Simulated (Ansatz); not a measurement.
Take ScBi in the zinc blende structure (space group F-43m, No. 216; a = 6.739 Å; a hypothetical phase, not in the database extracts checked) as the base. Axes: x, y, z lie along the cube axes.

(Cell as relaxed with PBE.)

Levels (all Ansatz, an electronic-structure program, PAW): PBE (420 eV, scalar-relativistic without spin-orbit coupling); PBEsol (420 eV, no SOC).

Each level relaxes its own structure.

```json
[
 {"base": "volume per atom", "PBE": "38.26 Å³", "PBEsol": "36.61 Å³"},
 {"base": "lattice parameter a", "PBE": "6.739 Å", "PBEsol": "6.641 Å"},
 {"base": "band gap", "PBE": "1.35 eV", "PBEsol": "1.30 eV"}
]
```

Now apply this change: compressive biaxial strain of 0.55 % in the plane normal to [001], as in epitaxy on a mismatched substrate; the out-of-plane cell vector and the atoms relax.

| quantity | PBE | PBEsol |
|---|---|---|
| energy relative to the base (free energy F) | +0.1 meV/atom | [?] |
| valley order (the lowest conduction-band minima on the path, energy above the VBM, named in the base's zone) | X along [001] 1.30 eV; X along [010] 1.32 eV; a point along [110], about 0.5 Å⁻¹ from Γ 1.93 eV; a point along [111], about 0.3 Å⁻¹ from Γ 2.04 eV | [?] |
| shortest interatomic distance | 2.917 Å | [?] |

Task: Predict the PBEsol column.

Result: 
- energy relative to the base (free energy F), PBEsol: 0.0 meV/atom
- valley order (the lowest conduction-band minima on the path, energy above the VBM, named in the base's zone), PBEsol: X along [001] 1.23 eV; X along [010] 1.26 eV; a point along [110], about 0.5 Å⁻¹ from Γ 1.96 eV; a point along [111], about 0.3 Å⁻¹ from Γ 2.08 eV
- shortest interatomic distance, PBEsol: 2.875 Å

Both order the valleys alike; PBE's shortest interatomic distance lies 0.042 Å above PBEsol's (1.5 %). Neither level is exact; PBEsol is the comparison here, not a measurement.

Spin-orbit coupling, missing from the scalar runs, can matter with Bi. Whether these cells are dynamically stable was not tested. All final runs are without spin polarisation.
